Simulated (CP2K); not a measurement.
Band structure of MgB2 (P6/mmm, 3 atoms in the cell).

```
CELL_PARAMETERS angstrom
      3.09000     0.00000     0.00000
     -1.54500     2.67602     0.00000
      0.00000     0.00000     3.52000
ATOMIC_POSITIONS crystal
  Mg 0.00000 0.00000 0.00000
  B  0.33333 0.66667 0.50000
  B  0.66667 0.33333 0.50000
```

Method: PBE, GPW, DZVP-MOLOPT-SR-GTH basis, GTH-PBE potentials (GTH_POTENTIALS) run with CP2K.

Settings: CUTOFF = 1000 Ry; REL_CUTOFF = 50 Ry; SMEAR/METHOD = FERMI_DIRAC; ELECTRONIC_TEMPERATURE = 580.23 K; KPOINTS/SCHEME = MONKHORST-PACK 12 12 9; GAMMA_CENTERED = T; XC_FUNCTIONAL = PBE; Mg/BASIS_SET = DZVP-MOLOPT-SR-GTH; Mg/POTENTIAL = GTH-PBE-q10; B/BASIS_SET = DZVP-MOLOPT-SR-GTH; B/POTENTIAL = GTH-PBE-q3; METHOD = GPW; EPS_DEFAULT = 1e-10; EXTRAPOLATION = USE_GUESS.

The starting cell has typed, rounded lattice constants, without a prior relaxation at this level. Values carry the incompleteness of an atom-centred basis.

Levels in eV from the Fermi level, bands 5 to 10:
```
point       5      6      7      8      9    10
-----  ------  -----  -----  -----  -----  ----
Γ      -12.45  -2.97   0.41   0.41   2.32  6.25
M       -8.57  -7.81  -2.20   0.33   3.04  4.71
K       -7.28  -7.28  -5.83   1.91   1.91  7.03
A      -11.13  -7.51   0.72   0.72   6.88  6.88
L       -7.48  -6.91  -3.69  -1.82  -1.28  5.95
H       -6.30  -6.30  -5.18  -2.08  -2.08  3.47
```

Bands cross the Fermi level along this path, so the cell is metallic at this level.

Higher empty bands are left out: an atom-centred basis made for the valence describes them poorly.
